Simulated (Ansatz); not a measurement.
The starting structures come from a database of crystals and need not be the phases stable at ambient conditions.

Tunnelling through a barrier is set by its complex band structure: the current falls as exp(−2κd) with the smallest κ.

Data:

```
VO5P
1.0
    7.48723     0.03217     0.05528
    2.56541     7.03409     0.05528
    2.56541     1.80329     3.09902
V P O
2 2 10
Direct
  0.00000   0.50000   0.71025
  0.50000   0.00000   0.28975
  0.50000   0.50000   0.50000
  0.00000   0.00000   0.50000
  0.55031   0.70012   0.45424
  0.79988   0.05031   0.85449
  0.44969   0.29988   0.95510
  0.20012   0.94969   0.55485
  0.94969   0.79988   0.54576
  0.70012   0.44969   0.14551
  0.05031   0.20012   0.04490
  0.29988   0.55031   0.44515
  0.00000   0.50000   0.35132
  0.50000   0.00000   0.64868
```

Space group of this cell: P4/n. The cell was relaxed by PBE-D3(BJ); by r2SCAN its mean pressure is -4.0 GPa.

Transport runs along the normal of the first two printed cell vectors, the (111) plane of the conventional cell.

The gap is the functional's own. No spin-orbit coupling. Mid-gap values are interpolated on the energy grid.

Problem. Predict the band gap and the smallest decay constant κ at mid-gap from Ansatz (a program for electronic structure) with r2SCAN.

Solution. Gap 2.28 eV on a 10×10×10 mesh; κ = 0.449 1/Å, at (0.500, 0.250) of the in-plane reciprocal vectors. At the zone centre, at the nearest computed energy, the slowest state has κ = 0.49 1/Å.
